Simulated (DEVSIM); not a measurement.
Structure: Cr/Al2O3/p-Ge capacitor, at 300 K.

| layer (left to right) | material | thickness (nm) | Na (cm⁻³) |
|---|---|---|---|
| 1 | Al2O3 | 14.0 | - |
| 2 | Ge | 2100 | 8e16 |

Metal gate on the left, work function 4.5 eV. Fixed charge at the semiconductor interface 4.4e11 cm⁻² (in units of +e); interface traps 3e11 cm⁻² eV⁻¹, uniform in energy, neutral level at 0.3 of the gap above the valence band.

This is a model device: material constants are rounded textbook-type values typed into the input, and sizes, dopings and lifetimes were drawn at random. Values at 300 K.

```
parameter      Al2O3       Ge
-------------  -----  -------
gap (eV)         6.8    0.664
affinity (eV)   1.35        4
permittivity       9       16
Nc (cm⁻³)          -  1.04e19
Nv (cm⁻³)          -     6e18
```

DEVSIM, 1D Poisson equation in equilibrium, Boltzmann statistics, complete ionisation; no quantum confinement or tunnelling. Metal contacts follow the ideal Schottky-Mott rule: no Fermi-level pinning, no interface dipoles.

Task: Tabulate band edges, carrier densities and field at -0.75 V on the gate.

Result: Energies count from the Fermi level of the right contact; mesh points crowd at the junctions.

```csv
x (μm),Ec (eV),Ev (eV),n (cm⁻³),p (cm⁻³),field (V/cm)
0.000,3.900,-2.900,< 1e2,< 1e2,-420000
0.001276,3.846,-2.954,< 1e2,< 1e2,-420000
0.003716,3.744,-3.056,< 1e2,< 1e2,-420000
0.008104,3.560,-3.240,< 1e2,< 1e2,-420000
0.01235,3.382,-3.418,< 1e2,< 1e2,-420000
0.01381,3.321,-3.479,< 1e2,< 1e2,-420000
0.01498,0.649,-0.015,1.3e8,3.3e18,-130000
0.01894,0.614,-0.050,5.0e8,8.7e17,-59000
0.02614,0.586,-0.078,1.5e9,3.0e17,-26000
0.04282,0.563,-0.101,3.6e9,1.2e17,-6900
0.07816,0.554,-0.110,5.2e9,8.4e16,-760
0.1995,0.552,-0.112,5.5e9,8.0e16,≈ 0
0.4195,0.552,-0.112,5.5e9,8.0e16,≈ 0
0.8989,0.552,-0.112,5.5e9,8.0e16,≈ 0
1.664,0.552,-0.112,5.5e9,8.0e16,≈ 0
1.908,0.552,-0.112,5.5e9,8.0e16,≈ 0
2.020,0.552,-0.112,5.5e9,8.0e16,≈ 0
2.072,0.552,-0.112,5.5e9,8.0e16,≈ 0
2.100,0.552,-0.112,5.5e9,8.0e16,≈ 0
2.108,0.552,-0.112,5.5e9,8.0e16,≈ 0
2.112,0.552,-0.112,5.5e9,8.0e16,≈ 0
2.114,0.552,-0.112,5.5e9,8.0e16,≈ 0
```
